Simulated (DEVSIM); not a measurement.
System: abrupt Ge p-n junction, at 350 K.

```csv
layer (left to right),material,thickness (μm),Nd (cm⁻³),Na (cm⁻³),τn (s),τp (s)
1,Ge,78.0,-,4.7e16,7.5e-6,7.5e-6
2,Ge,1.60,1.6e14,-,7.5e-6,7.5e-6
```

Left contact: ohmic. Right contact: ohmic. Voltage is applied to the left contact. Recombination: SRH at mid-gap, radiative, Auger. Mobility is μmin + (μ − μmin)/(1 + (N/Nref)^α).

The device is made up for the run: typed textbook-type constants, with dimensions and the other settings drawn at random. Values at 300 K; Nc and Nv go as T^1.5, mobilities as T to minus their exponent, the gap by Varshni's rule with the affinity fixed.

| parameter | Ge |
|---|---|
| gap (eV) | 0.664 |
| affinity (eV) | 4 |
| permittivity | 16 |
| Nc (cm⁻³) | 1.04e19 |
| Nv (cm⁻³) | 6e18 |
| μn (cm²/Vs) | 3900 |
| μp (cm²/Vs) | 1900 |
| μn,min | 150 |
| μp,min | 100 |
| Nref,n | 2.6e17 |
| Nref,p | 4e17 |
| αn | 0.56 |
| αp | 0.6 |
| T exponent of μn | 1.66 |
| T exponent of μp | 2.33 |
| B (cm³/s) | 6.4e-14 |
| Cn (cm⁶/s) | 1e-31 |
| Cp (cm⁶/s) | 1e-31 |
| Varshni α (eV/K) | 0.000477 |
| Varshni β (K) | 235 |

DEVSIM, 1D drift-diffusion, Boltzmann statistics, complete ionisation; no tunnelling, impact ionisation, image-force lowering or self-heating.

Base results: potential step across the device at zero bias (V) 0.171; largest field in the device at zero bias (V/cm) 11000; dark forward voltage at 100 A/cm² (V) 0.211.

Question: What follows from this one change: temperature 350 → 450 K?

Answer: potential step across the device at zero bias 0.171 → 0.080 V; largest field in the device at zero bias 11000 → 10000 V/cm; dark forward voltage at 100 A/cm² 0.211 → 0.179 V.

Question: What follows from this one change: doping Nd of layer 2 1.6e+14 → 4.8e+14 cm^-3?

Answer: potential step across the device at zero bias 0.171 → 0.188 V; largest field in the device at zero bias little changed (11000 V/cm); dark forward voltage at 100 A/cm² 0.211 → 0.222 V.

Question: What follows from this one change: doping Na of layer 1 4.7e+16 → 4.7e+17 cm^-3?

Answer: potential step across the device at zero bias 0.171 → 0.240 V; largest field in the device at zero bias 11000 → 34000 V/cm; dark forward voltage at 100 A/cm² 0.211 → 0.128 V.

Question: What follows from this one change: thickness of layer 2 1.6 → 0.96 μm?

Answer: potential step across the device at zero bias little changed (0.171 V); largest field in the device at zero bias little changed (11000 V/cm); dark forward voltage at 100 A/cm² 0.211 → 0.182 V.

Question: What follows from this one change: constant mobility in place of the doping-dependent one?

Answer: potential step across the device at zero bias little changed (0.171 V); largest field in the device at zero bias little changed (11000 V/cm); dark forward voltage at 100 A/cm² 0.211 → 0.191 V.
